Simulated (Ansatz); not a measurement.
Take BAs in the zinc blende structure (space group F-43m, No. 216; a = 4.7839 Å) as the base. Axes: x, y, z lie along the cube axes.

Method: r2SCAN/PAW in Ansatz (an electronic-structure program), no SOC.

Before the change:

```
Quantity                             Value
---------------------  -------------------
Band gap                           1.38 eV
Valence-band top at Γ  0.00, 0.00, 0.00 eV
Pressure                          0.00 GPa
```

It is then changed as follows: biaxial strain +1.00 %, plane normal [001], relaxed out of plane (Cartesian); in-plane vectors clamped, the third vector and the atoms free.

Problem. Estimate the effect on the out-of-plane strain, band gap, valence-band top at Γ and pressure.

Solution. The out-of-plane strain comes out as -0.46 %; the band gap decreases by 0.21 eV to 1.17 eV; the valence-band top at Γ (three highest levels, from the VBM) becomes 0.00, -0.15, -0.15 eV (base: 0.00, 0.00, 0.00 eV); the pressure (mean of the normal stresses, compression positive) goes from zero to -2.09 GPa.

Stability against distortions was not tested.
